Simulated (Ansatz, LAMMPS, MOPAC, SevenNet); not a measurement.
# Ladder of methods for the elastic constant C12 of stishovite (SiO2)

Reference value: 201 GPa (measured, temperature not stated, no zero-point or thermal correction; as tabulated in Lakshtanov, Sinogeikin, Hellwig, Katsura, Bass et al., AGU Fall Meeting 2007 …).

| level (code) | value (GPa) | cell (Å³/atom) | difference (%) |
|---|---|---|---|
| Vashishta SiO.1997.vashishta (LAMMPS) | 35.3 | 11.99 | -82 |
| PM7 semi-empirical Hartree-Fock (MOPAC) | 360 | 8.09 | +79 |
| SevenNet-0 | 222 | 8.03 | +10.4 |
| LDA (Ansatz) | 223 | 7.66 | +10.9 |
| PBE (Ansatz) | 163 | 8.05 | -18.9 |
| r²SCAN (Ansatz) | 203 | 7.79 | +1.0 |
| PBE0 (Ansatz) | 202 | 7.75 | +0.5 |

Leaving aside Vashishta SiO.1997.vashishta (doubt noted below): The reference's temperature isn't stated, so close values are not ranked against it. Off by more than 25 %, or 35 % on the side where a correction would as a rule narrow the miss (bounds picked here): PM7 semi-empirical Hartree-Fock (MOPAC) (+79 %).

The measured value isn't corrected to a static lattice, so vibrations enter the comparison.  Vashishta SiO.1997.vashishta: the cell has another shape than the first-principles one, perhaps another minimum in the same group. PM7 semi-empirical Hartree-Fock (MOPAC): the method was fitted mainly to molecules. PM7 semi-empirical Hartree-Fock (MOPAC): the run uses a supercell at the zone centre in place of a k mesh. Each level is taken at its own relaxed cell. Cutoffs and k meshes differ between the levels. Ansatz's density-functional and Hartree–Fock values are scalar-relativistic unless marked +SOC, with PAW data made under PBE.

Empirical potentials (Vashishta SiO.1997.vashishta) are fitted to chosen data: where that held the value shown, agreement is built in, and what lay outside the fit can be far off. Machine-learned potentials (SevenNet-0) are trained on DFT data: a solid inside that data is no test of them.

Differences are worked out from the printed values.

Ansatz is a program for electronic structure.
